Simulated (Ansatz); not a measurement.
Start from Te (space group P3_121, No. 152; made of chains).

```
Te
1.0
    4.52111     0.00000     0.00000
   -2.26056     3.91540     0.00000
    0.00000     0.00000     5.95492
Te
3
Direct
  0.26812   0.00000   0.33333
  0.00000   0.26812   0.66667
  0.73188   0.73188   0.00000
```

The values are results of Ansatz (a quantum-chemistry and plane-wave program), PBE, PAW, cutoff 420 eV, no spin-orbit coupling, earlier PAW set, not measurements.

Before the change:

- Band gap: 0.23 eV
- c/a ratio: 1.317
- Smallest direct gap: 0.24 eV
- Lattice parameter a: 4.521 Å
- Electron mass: 0.065 mₑ along c, 0.046 mₑ across (at H)

The change: a negative pressure, −1 GPa.

### Question
How does this affect the band gap?

### Answer
The band gap increases by 0.27 eV, from 0.23 eV to 0.50 eV.

### Question
Predict the new c/a ratio.

### Answer
The c/a ratio falls by 0.081 (1.317 → 1.236).

### Question
What does the calculation give for the smallest direct gap after the change?

### Answer
The smallest direct gap increases by 0.327 eV to 0.56 eV.

### Question
Estimate the effect on the lattice parameter a.

### Answer
The lattice parameter a grows by 0.261 Å (4.521 Å → 4.782 Å).

### Question
What does the calculation give for the electron mass after the change?

### Answer
The electron mass goes from 0.065 mₑ along c, 0.046 mₑ across (at H) to 0.095 mₑ along c, 0.13 mₑ across (at H).

With Te present, leaving out spin-orbit coupling can change the band edges. Load acts through the strain it causes; cell and atoms are relaxed under it. Masses are band curvatures over ±0.01 Å⁻¹ around the edge. Stability against distortions was not tested. No dispersion term is included, though the crystal is made of layers, chains or molecules, so its spacings can come out too wide. The zero or small gap of Te can change with the level of theory.
